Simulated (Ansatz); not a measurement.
Structures of equal composition on the (111) surface of fcc Rh: p(2x2), one Rh adatom; one added row of Rh in 4. The slabs share one bottom face, and each structure is named by its start. These are constructed structures in small cells; real faces may alloy, dewet or reconstruct in larger ones, and not all known structures of the face are among them. Slabs of about 11 Å, Fermi-Dirac smearing of 0.1 eV. Bottom of the slabs: a bare face, its two planes held. Relaxed from the named starts with such symmetry as they have, on meshes of like density; energies extrapolated to zero smearing; spin only where a row says so; no spin-orbit coupling, no U. Brackets mark spin-polarised runs, whose order is one that fits the cell. The cells differ, so small differences also carry the error of unlike k-meshes.

Computed with PBE (plane waves to 420 eV, PAW; Ansatz, a quantum-chemistry and plane-wave program).

Task: Rank these by energy per 1x1 cell (lowest first), as PBE gives it.

Result: one added row of Rh in 4 (0.00 eV), p(2x2), one Rh adatom (0.18 eV)
